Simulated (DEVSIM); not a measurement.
System: p-channel Si planar bulk MOSFET with SiON, at 300 K.

```yaml
gate_length: 50 nm
source_drain_length: 40 nm
dielectric_thickness: 2.8 nm
lateral_straggle: 2.2 nm
underlap: 1.5 nm
junction_depth: 16.2 nm
substrate_depth: 184 nm
gate_work_function: 5.02 eV
source_and_drain_doping: 9.4e19 cm⁻³, Gaussian tails under the gate
body_doping: 1.1e18 cm⁻³
lifetime: 2e-8 s
supply: 0.8 V
back_or_body_bias: 0.5 V
```

All mobilities are scaled by 0.4; velocity saturation, μ/(1 + (μE/vsat)^b)^(1/b) with b = 2 for electrons and 1 for holes and E the electric field along each mesh edge, is on. Mobility is constant in doping.

Constants are typed, rounded textbook-type inputs, not results; the design itself was drawn at random and stands for no fabricated device. Values at 300 K.

Si: gap (eV) 1.124, affinity (eV) 4.05, permittivity 11.7, Nc (cm⁻³) 2.86e19, Nv (cm⁻³) 3.1e19, μn (cm²/Vs) 1417, μp (cm²/Vs) 470, vsat,n (cm/s) 1e7, vsat,p (cm/s) 8.4e6. SiON: gap (eV) 7, affinity (eV) 1.4, permittivity 5.5.

DEVSIM, 2D drift-diffusion, Boltzmann statistics, complete ionisation; no quantum confinement, tunnelling, impact ionisation, self-heating, contact resistance or fringe fields beside the gate. Metal contacts follow the ideal Schottky-Mott rule: no Fermi-level pinning, no interface dipoles.

Transfer curves, |Id| in μA/μm:

| Vg (V) | Vd = -0.05 V | Vd = -0.8 V |
|---|---|---|
| 0.16 | 1.893e-7 | 1.432e-6 |
| 0.12 | 6.022e-7 | 4.592e-6 |
| 0.08 | 1.922e-6 | 1.474e-5 |
| 0.04 | 6.204e-6 | 4.699e-5 |
| 0 | 1.997e-5 | 0.0001496 |
| -0.04 | 6.428e-5 | 0.0004763 |
| -0.08 | 0.0002066 | 0.001515 |
| -0.12 | 0.0006629 | 0.004807 |
| -0.16 | 0.002122 | 0.01521 |
| -0.2 | 0.006767 | 0.04783 |
| -0.24 | 0.02145 | 0.1489 |
| -0.28 | 0.06732 | 0.4540 |
| -0.32 | 0.2072 | 1.329 |
| -0.36 | 0.6133 | 3.606 |
| -0.4 | 1.679 | 8.589 |
| -0.44 | 4.046 | 17.37 |
| -0.48 | 8.271 | 30.48 |
| -0.52 | 14.33 | 47.17 |
| -0.56 | 21.67 | 66.90 |
| -0.6 | 29.87 | 89.04 |
| -0.64 | 38.48 | 113.1 |
| -0.68 | 47.34 | 138.8 |
| -0.72 | 56.29 | 165.9 |
| -0.76 | 65.27 | 194.2 |
| -0.8 | 74.22 | 223.7 |

Question: Work out the subthreshold swing at low drain bias from the rows at 0.08 and 0.04 V, and compare it with the thermal limit.

Answer: log10(6.204e-6/1.922e-6) = 0.509 over 40.0 mV, so S = 78.6 mV/decade. The limit kT/q ln 10 is 59.5 mV/decade; the ratio is 1.32. This is the steepest step of the table.

Question: Find both thresholds at the constant current 0.1 μA × (1 μm/L) a micrometre, and the DIBL.

Answer: The current is 2.00 μA/μm. Interpolating ln Id gives -0.408 V and -0.336 V; their difference over the 0.75 V of drain bias is 95 mV/V.

Source and drain are degenerate, where Boltzmann statistics are only rough. The electric field that drives the saturation includes the junctions' built-in field, which lowers the mobility there even at small currents: subthreshold currents come out too low, a known weakness of this choice.
